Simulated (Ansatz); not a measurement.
The reference is Al2O3 in the corundum structure (space group R-3c, No. 167; a = 4.774 Å, c = 13.015 Å (hexagonal axes)). Axes: x lies along a and z along c of the hexagonal cell.

Level of theory: plane-wave PAW DFT at the PBEsol level (Ansatz, an electronic-structure program, 420 eV), without spin-orbit coupling.

The change: the cell is compressed by 3.00 % along z with no lateral relaxation; the atoms relax in the strained cell.

### Question
Predict the stress tensor and what it implies for the stiffness.

### Answer
Stress of the strained cell less that of the base (GPa, compression positive):
```
   4.00    0.00    0.00
   0.00    4.00    0.00
   0.00    0.00   14.64
```

Then −Δσ_ii/ε with ε = -0.0300 gives secant stiffness values (nonlinear terms included at this strain): C33 ≈ 488 GPa, C13 ≈ 133 GPa and C23 ≈ 133 GPa.

As a check, the harmonic strain energy −½ V₀ Δσ:ε is 12 meV/atom; the computed energy rise is 12 meV/atom.

Whether these cells are dynamically stable was not tested.
